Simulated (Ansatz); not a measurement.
## A computed series for hypothetical Pm-3n GaN: pressure series

Start from GaN (space group Pm-3n, No. 223; a = 5.5131 Å; a hypothetical phase, not in the database extracts checked).

Cell and atoms are relaxed at each pressure.

Level of theory: Ansatz (an electronic-structure program) PBEsol, spin-orbit coupling left out.

| case | lattice parameter a | band gap |
|---|---|---|
| base | 5.513 Å | 1.56 eV |
| pressure −2 GPa | 5.539 Å | 1.51 eV |
| pressure −1 GPa | 5.526 Å | 1.54 eV |
| pressure 0.3 GPa | 5.510 Å | 1.57 eV |
| pressure 0.7 GPa | 5.505 Å | 1.58 eV |
| pressure 1.5 GPa | 5.495 Å | 1.60 eV |
| pressure 3 GPa | 5.478 Å | 1.63 eV |
| pressure 5 GPa | 5.456 Å | 1.67 eV |
| pressure 7.5 GPa | 5.430 Å | 1.71 eV |
| pressure 10 GPa | 5.406 Å | 1.75 eV |

Load acts through the strain it causes; cell and atoms are relaxed under it. Whether these cells are dynamically stable was not tested. Competing high-pressure phases were not computed.
